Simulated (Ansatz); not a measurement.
Response to strain in SnO2

The reference is SnO$_{2}$ in the rutile structure (space group P4_2/mnm, No. 136; a = 4.759 Å, c = 3.200 Å). Axes: x, y, z lie along a, b, c of the conventional cell.

Strains are applied to the cell and any free atomic positions relax; under biaxial strain the out-of-plane vector relaxes too; under stress the whole cell relaxes.

The values are results of r2SCAN (Ansatz, an electronic-structure program, PAW, no spin-orbit coupling), earlier PAW set, not measurements.

Candidates:
(a) uniaxial strain ε_yy = +3.37 %
(b) biaxial strain −2.02 %, plane normal [001], relaxed out of plane
(c) strain tensor (xx, yy, zz, yz, xz, xy) = (+2.30, +1.05, −1.29, −0.23, −0.50, +0.56) %
(d) uniaxial stress, 0.5 GPa compression along z
(e) biaxial strain −2.95 %, plane normal [001], relaxed out of plane

For the base:

```
Item       Result
--------  -------
Band gap  1.79 eV
```

Q: Order them by band gap, highest first.

A: (e) biaxial strain −2.95 %, plane normal [001], relaxed out of plane (2.11 eV), (b) biaxial strain −2.02 %, plane normal [001], relaxed out of plane (2.01 eV), (d) uniaxial stress, 0.5 GPa compression along z (1.80 eV), (c) strain tensor (xx, yy, zz, yz, xz, xy) = (+2.30, +1.05, −1.29, −0.23, −0.50, +0.56) % (1.66 eV), (a) uniaxial strain ε_yy = +3.37 % (1.48 eV)

Beyond what the load breaks, stability against distortions was not tested.
